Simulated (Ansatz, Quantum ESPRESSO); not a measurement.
## Code comparison for Cd (P6_3/mmc, 4 atoms in the cell)

Zone-centre phonon calculation.

```yaml
crystal:
  lattice:
    - [3.18870, 0.00000, 0.00000]
    - [-1.59435, 2.76150, 0.00000]
    - [0.00000, 0.00000, 10.25967]
  atoms:
    - { symbol: Cd, position: [0.00000, 0.00000, 0.00000] }
    - { symbol: Cd, position: [0.00000, 0.00000, 0.50000] }
    - { symbol: Cd, position: [0.33333, 0.66667, 0.25000] }
    - { symbol: Cd, position: [0.66667, 0.33333, 0.75000] }
```

Shared settings, as Ansatz (a quantum-chemistry and plane-wave program) writes them: kpoints.mp_grid.grid = 8 8 3; scf.occupations.method = gaussian; scf.occupations.width = 0.0073 Ry. Potentials and cutoffs stand in the table.

```tsv
code	model	highest zone-centre frequency (cm⁻¹)	cutoff
Quantum ESPRESSO	PBE, GBRV 1.5 ultrasoft (PBE) pseudopotentials	110	40 Ry
Ansatz	PBE, default PAW files	108	default
```

The spread over the programs that give each value: highest zone-centre frequency within 2.0 cm⁻¹.

The starting cell was generated: these elements placed on a structure prototype, without a prior relaxation; it need not be a known phase or ordering of this composition. Its lattice was rescaled by a random factor within 2.5 % of one.

Keys are those of Ansatz 0.2.
